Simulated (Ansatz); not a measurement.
Start from MgS in the rock salt structure (space group Fm-3m, No. 225; a = 5.1821 Å).

All numbers come from DFT with PBEsol, PAW potentials and a 420 eV plane-wave cutoff in Ansatz (a first-principles code), without spin-orbit coupling.

One change was made to it. Results:

The density increases by 0.05 g/cm³ (2.69 g/cm³ → 2.74 g/cm³); the mean gap deformation potential ΔEg/Δln V amounts to -2.0 eV; the valley order (the lowest conduction-band minima on the path, energy above the VBM, named in the base's zone) goes from X along ⟨100⟩ 2.73 eV; Γ 3.69 eV to X along ⟨100⟩ 2.76 eV; Γ 3.84 eV; the smallest direct gap increases by 0.15 eV (3.69 eV → 3.84 eV).

Q: What was done to the base?
A. pressure −2 GPa
B. pressure 1.5 GPa
C. pressure 3 GPa

A: B, pressure 1.5 GPa. For comparison, the valley order in the other runs: pressure 3 GPa gives X along ⟨100⟩ 2.80 eV; Γ 3.98 eV; pressure −2 GPa gives X along ⟨100⟩ 2.67 eV; Γ 3.48 eV.

Load acts through the strain it causes; cell and atoms are relaxed under it. Stability against distortions was not tested. The base started in P3_121 and relaxed to Fm-3m at this level.
